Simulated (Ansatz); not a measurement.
Take BP in the zinc blende structure (space group F-43m, No. 216; a = 4.520 Å) as the base. Axes: x, y, z lie along the cube axes.

The change: uniaxial stress, 2 GPa tension along z, with the cell and atoms free to relax against it.

Calculations: Kohn–Sham DFT with the PBEsol functional, run in Ansatz (a program for electronic structure) with PAW and 420 eV plane waves, no spin-orbit coupling.

**Question.** Give the band edges at the high-symmetry points of the new zone, measured from its valence-band maximum.

**Answer.** 
| point | valence edge (eV) | conduction edge (eV) |
|---|---|---|
| Γ | 0.00 | 3.34 |
| X | -4.21 | 1.16 |
| P | -5.59 | 5.13 |
| N | -1.75 | 3.74 |
| M | -4.14 | 1.24 |
| S | -3.50 | 2.08 |
| S₀ | -3.50 | 2.08 |
| R | -5.61 | 5.23 |
| G | -5.61 | 5.23 |

The gap is 1.08 eV, indirect, Γ → Γ–X (78 % along).

Load acts through the strain it causes; cell and atoms are relaxed under it. Stability under load was not tested beyond the relaxation. Labels are those of the standard path for the cell's own space group.
